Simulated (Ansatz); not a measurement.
## Variants of one calculation on HfSiO4 (I4_1/amd, 12 atoms in the cell)

```xyz
12
Lattice="-3.2128 3.2128 2.9241 3.2128 -3.2128 2.9241 3.2128 3.2128 -2.9241" Properties=species:S:1:pos:R:3 pbc="T T T"
Hf     0.0000     0.0000     0.0000
Hf     0.0000     3.2128     1.4620
Si     3.2128     0.0000     1.4620
Si     0.0000     0.0000     2.9241
O      3.2128     2.0234    -1.0574
O      4.4022     0.0000     0.4047
O      0.0000     1.1894     1.8667
O      2.0234     0.0000     0.4047
O      3.2128     1.1894     2.5194
O      1.1894     0.0000     3.9814
O      3.2128    -1.1894     2.5194
O      2.0234     3.2128     1.0574
```

Base run A: HSE06, PAW files made with PBE in Ansatz (a program for electronic structure), self-consistent single point.

Its settings: basis.ecutwfc = 420 eV; kpoints.mp_grid.grid = 3 3 3; kpoints.mp_grid.shift = 0.5 0.5 0.5; hamiltonian.xc = hse06; hamiltonian.pseudopotentials = {kind: paw} (the program's default PAW files); scf.occupations.method = gaussian; scf.occupations.width = 0.05 eV.

The starting cell comes from a database of computed structures (which also holds hypothetical and non-ambient phases and stackings), without a prior relaxation at this level. Its lattice was rescaled by a random factor within 2.5 % of one. Spin-orbit coupling is off. In the base run, with a pressure of about 20 GPa the cell is away from its equilibrium volume at this level. Ansatz's pressure includes its estimate of the finite-basis (Pulay) stress. Another mesh or the band path of this cell gives a smaller gap, so this value is not converged in the mesh.

ΔF is the free energy per atom less that of run A. A dash stands where there is no value to compare (another energy zero or no entropy term, no result, no spin, no clean gap, or a mesh too coarse for one). Absolute energies have different zeros for different potentials, functionals, Hubbard and dispersion terms and are not compared across them.

Run A gave: pressure (GPa) 19.77; largest force (eV/Å) 0.254; gap on the mesh (eV) 7.799; k-points 6.

Runs:
- B: hamiltonian.xc: hse06 → pbe [PBE]
- C: hamiltonian.xc: hse06 → pbe0 [PBE0]
- D: kpoints.mp_grid.grid: 3 3 3 → 4 4 4; kpoints.mp_grid.shift: 0.5 0.5 0.5 → default
- E: scf.convergence.dr2_threshold: default (1e-07 eV) → 0.001 eV
- F: scf.mixing.preconditioner: default (the program chose none) → kerker; scf.mixing.q_tf: default → 0.5
- G: scf.mixing.algorithm: default (the program chose MSR1) → broyden; scf.mixing.beta: default → 0.1
- H: scf.mixing.algorithm: default (the program chose MSR1) → anderson

Task: What does run D change against A?

Result: The free energy is nearly the same (within 1 meV/atom), the pressure stays at 19.77 GPa, the largest force stays at 0.254 eV/Å and the gap on the mesh goes from 7.799 to 7.639 eV.

Task: What does run B change against A?

Result: The pressure goes from 19.77 to 26.41 GPa, the largest force goes from 0.254 to 0.607 eV/Å and the gap on the mesh goes from 7.799 to 5.941 eV.

Task: What does run C change against A?

Result: The pressure hardly changes (19.77 to 19.74 GPa), the largest force goes from 0.254 to 0.243 eV/Å and the gap on the mesh goes from 7.799 to 8.578 eV.

| run | ΔF (meV/atom) | pressure (GPa) | largest force (eV/Å) | gap on the mesh (eV) | k-points |
|---|---|---|---|---|---|
| A | 0.00 | 19.77 | 0.254 | 7.799 | 6 |
| B | – | 26.41 | 0.607 | 5.941 | 6 |
| C | – | 19.74 | 0.243 | 8.578 | 6 |
| D | -0.01 | 19.77 | 0.254 | 7.639 | 13 |
| E | 0.00 | 19.77 | 0.254 | 7.799 | 6 |
| F | 0.00 | 19.77 | 0.254 | 7.799 | 6 |
| G | 0.00 | 19.77 | 0.254 | 7.799 | 6 |
| H | 0.00 | 19.77 | 0.254 | 7.799 | 6 |

Keys are those of Ansatz 0.2.
